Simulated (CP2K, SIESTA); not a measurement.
A CP2K input for a self-consistent single point of BaSn₃Pd (I4mm, 5 atoms in the cell) (DFT LDA (Pade form), GPW, TZVP-MOLOPT-SR-GTH basis, GTH-PADE potentials (GTH_POTENTIALS)):

```
&GLOBAL
  PROJECT calc
  RUN_TYPE ENERGY_FORCE
  PRINT_LEVEL LOW
&END GLOBAL
&FORCE_EVAL
  METHOD Quickstep
  STRESS_TENSOR ANALYTICAL
  &DFT
    BASIS_SET_FILE_NAME BASIS_MOLOPT_UCL
    POTENTIAL_FILE_NAME GTH_POTENTIALS
    &QS
      METHOD GPW
      EPS_DEFAULT 1E-10
    &END QS
    &MGRID
      CUTOFF 500
      REL_CUTOFF 50
      NGRIDS 5
    &END MGRID
    &SCF
      SCF_GUESS ATOMIC
      EPS_SCF 1E-6
      MAX_SCF 100
      ADDED_MOS 8
      &DIAGONALIZATION
        ALGORITHM STANDARD
      &END DIAGONALIZATION
      &MIXING
        METHOD BROYDEN_MIXING
        ALPHA 0.3
        NBUFFER 8
      &END MIXING
      &SMEAR ON
        METHOD FERMI_DIRAC
        ELECTRONIC_TEMPERATURE [K] 580.23
      &END SMEAR
    &END SCF
    &KPOINTS
      SCHEME MONKHORST-PACK 5 5 5
    &END KPOINTS
    &XC
      &XC_FUNCTIONAL PADE
      &END XC_FUNCTIONAL
    &END XC
    &PRINT
      &MO
        EIGENVALUES T
        OCCUPATION_NUMBERS T
        NDIGITS 8
        FILENAME mo
        &EACH
          QS_SCF 0
        &END EACH
        ADD_LAST NUMERIC
      &END MO
      &MULLIKEN OFF
      &END MULLIKEN
    &END PRINT
  &END DFT
  &SUBSYS
    &CELL
      A 6.49617100 0.00000000 0.00000000
      B 2.89306700 5.81639100 0.00000000
      C -4.69461900 -2.90819500 3.42099300
      PERIODIC XYZ
    &END CELL
    &COORD
      Ba       9.38914411     5.81633284     0.00000000
      Sn       1.44221445     2.90552021     1.71049650
      Sn       3.24376645    -0.00267529     1.71049650
      Sn       3.87362403     2.39961027     0.00000000
      Pd       6.10657261     3.78286438     0.00000000
    &END COORD
    &KIND Ba
      BASIS_SET TZVP-MOLOPT-SR-GTH-q10
      POTENTIAL GTH-PADE-q10
    &END KIND
    &KIND Sn
      BASIS_SET TZVP-MOLOPT-SR-GTH-q4
      POTENTIAL GTH-PADE-q4
    &END KIND
    &KIND Pd
      BASIS_SET TZVP-MOLOPT-SR-GTH-q18
      POTENTIAL GTH-PADE-q18
    &END KIND
  &END SUBSYS
  &PRINT
    &FORCES ON
    &END FORCES
    &STRESS_TENSOR ON
    &END STRESS_TENSOR
  &END PRINT
&END FORCE_EVAL
```

Q: Translate this input to SIESTA.

A: One input that does it (others would too):

```
# files in the folder: Ba.psml Sn.psml Pd.psml (PseudoDojo LDA standard)
SystemName  BaSn3Pd
SystemLabel basn3pd

NumberOfAtoms                5
NumberOfSpecies              3
%block ChemicalSpeciesLabel
  1 56 Ba
  2 50 Sn
  3 46 Pd
%endblock ChemicalSpeciesLabel
LatticeConstant              1.0 Ang
%block LatticeVectors
    -2.419007000    2.419007000    5.522413000
     2.419007000   -2.419007000    5.522413000
     2.419007000    2.419007000   -5.522413000
%endblock LatticeVectors
AtomicCoordinatesFormat      Fractional
%block AtomicCoordinatesAndAtomicSpecies
     0.999990000    0.999990000    0.000000000  1
     0.249540000    0.749540000    0.500000000  2
     0.749540000    0.249540000    0.500000000  2
     0.412560000    0.412560000    0.000000000  2
     0.650380000    0.650380000    0.000000000  3
%endblock AtomicCoordinatesAndAtomicSpecies

XC.functional                LDA
XC.authors                   PW92
PAO.BasisSize                DZP
PAO.EnergyShift              0.005 Ry
MeshCutoff                   350 Ry
%block kgrid.MonkhorstPack
    5   0   0  0.0
    0   5   0  0.0
    0   0   5  0.0
%endblock kgrid.MonkhorstPack
OccupationFunction           FD
ElectronicTemperature        0.05 eV

MaxSCFIterations             150
SCF.Mixer.Method             Pulay
SCF.Mixer.Weight             0.2
SCF.Mixer.History            6
SCF.DM.Tolerance             1.0E-05
Diag.ParallelOverK           true
WriteForces                  true
Charge.Mulliken              end
```

Basis settings and potentials, where a program has them, do not carry over. This input uses DFT, LDA PW92, numerical atomic orbitals DZP, PseudoDojo LDA standard norm-conserving potentials (rewritten from UPF to PSML). LDA parametrisations can differ slightly between programs.

The starting cell comes from a database of computed structures (which also holds hypothetical and non-ambient phases and stackings), without a prior relaxation at this level. For this run, on top of that: lattice scaled by 0.98.
